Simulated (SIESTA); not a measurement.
Input and output of a self-consistent single point for KI (Fm-3m, 2 atoms in the cell) (SIESTA).

Computed with GGA PBE, numerical atomic orbitals DZP, PseudoDojo PBE standard norm-conserving potentials (rewritten from UPF to PSML) run with SIESTA.

The change in words: lattice scaled by 0.98. Reference geometry:
```xyz
2
Lattice="0.0000 3.5350 3.5350 3.5350 0.0000 3.5350 3.5350 3.5350 0.0000" Properties=species:S:1:pos:R:3 pbc="T T T"
K      0.0000     0.0000     0.0000
I      3.5350     3.5350     3.5350
```

Reference input (self-consistent single point, DFT, GGA PBE, numerical atomic orbitals DZP, PseudoDojo PBE standard norm-conserving potentials (rewritten from UPF to PSML)): XC.functional = GGA; XC.authors = PBE; potentials = PseudoDojo PBE standard; PAO.BasisSize = DZP; PAO.EnergyShift = 0.005 Ry; MeshCutoff = 400 Ry; kgrid.MonkhorstPack = 4 4 4; OccupationFunction = FD; ElectronicTemperature = 580.23 K; MaxSCFIterations = 150; SCF.Mixer.Method = Pulay; SCF.Mixer.Weight = 0.1. This run's input differs from it in these lines:

```diff
@@ -12,5 +12,5 @@
 %block LatticeVectors
-     0.000000000    3.535000000    3.535000000
-     3.535000000    0.000000000    3.535000000
-     3.535000000    3.535000000    0.000000000
+     0.000000000    3.464300000    3.464300000
+     3.464300000    0.000000000    3.464300000
+     3.464300000    3.464300000    0.000000000
 %endblock LatticeVectors
@@ -19,3 +19,3 @@
      0.000000000    0.000000000    0.000000000  1
-     3.535000000    3.535000000    3.535000000  2
+     3.464300000    3.464300000    3.464300000  2
 %endblock AtomicCoordinatesAndAtomicSpecies
```

Log, with long lists cut:

```
        iscf     Eharris(eV)        E_KS(eV)     FreeEng(eV)     dDmax    Ef(eV) dHmax(eV)
   scf:    1    -1172.541561    -1172.108091    -1172.108091  0.532370 -5.415032  1.796459
   scf:    2    -1172.146718    -1172.127730    -1172.127730  0.016317 -5.592650  1.540252
   scf:    3    -1172.202604    -1172.173627    -1172.173627  0.082729 -4.120334  0.199588
   scf:    4    -1172.174613    -1172.174384    -1172.174384  0.026474 -4.405756  0.153737
   scf:    5    -1172.174798    -1172.174597    -1172.174597  0.004518 -4.355528  0.090770
   scf:    6    -1172.174791    -1172.174707    -1172.174707  0.006439 -4.278720  0.003973
mix: Pulay -- inversion failed, > SVD [rank/size] 3 / 5
   scf:    7    -1172.174707    -1172.174707    -1172.174707  0.000253 -4.281805  0.000094
   scf:    8    -1172.174707    -1172.174707    -1172.174707  0.000041 -4.281828  0.000112
   scf:    9    -1172.174707    -1172.174707    -1172.174707  0.000003 -4.281859  0.000074
SCF Convergence by DM+H criterion
max |DM_out - DM_in|         :     0.0000025973
max |H_out - H_in|      (eV) :     0.0000735272
SCF cycle converged after 9 iterations

Using DM_out to compute the final energy and forces

siesta: E_KS(eV) =            -1172.1747

siesta: E_KS - E_eggbox =     -1172.1747

siesta: Atomic forces (eV/Ang):
     1   -0.000000    0.000000   -0.000000
     2    0.000000   -0.000000    0.000000
   Tot   -0.000000    0.000000   -0.000000
   Max    0.000000
   Res    0.000000    sqrt( Sum f_i^2 / 3N )
   Max    0.000000    constrained

Stress tensor Voigt[x,y,z,yz,xz,xy] (kbar):      -21.57      -21.57      -21.57       -0.00       -0.00       -0.00
(Free)E + p*V (eV/cell)    -1171.0551
Target enthalpy (eV/cell)    -1172.1747

siesta: Program's energy decomposition (eV):
siesta: FreeEng =     -1172.174707

   [... lines left out ...]
siesta:    -0.013464   -0.000001   -0.000001
siesta:    -0.000001   -0.013464   -0.000001
siesta:    -0.000001   -0.000001   -0.013464

siesta: Cell volume =         83.152723 Ang**3

siesta: Pressure (static):
siesta:                Solid            Molecule  Units
siesta:           0.00014665          0.00014665  Ry/Bohr**3
siesta:           0.01346434          0.01346434  eV/Ang**3
siesta:          21.57224682         21.57224682  kBar
```

The run converged in 9 iterations. Against the reference run the free energy goes up by 25.5 meV/atom, the pressure goes from 1.06 to 2.16 GPa and the gap on the mesh goes from 3.940 to 4.101 eV.

The starting cell has typed, rounded lattice constants, without a prior relaxation at this level. For this run, on top of that: lattice scaled by 0.98. Spin-orbit coupling is off. Values carry the incompleteness of an atom-centred basis. The basis of the alkali or alkaline-earth atoms may lack their empty d shell, which can raise the gap.
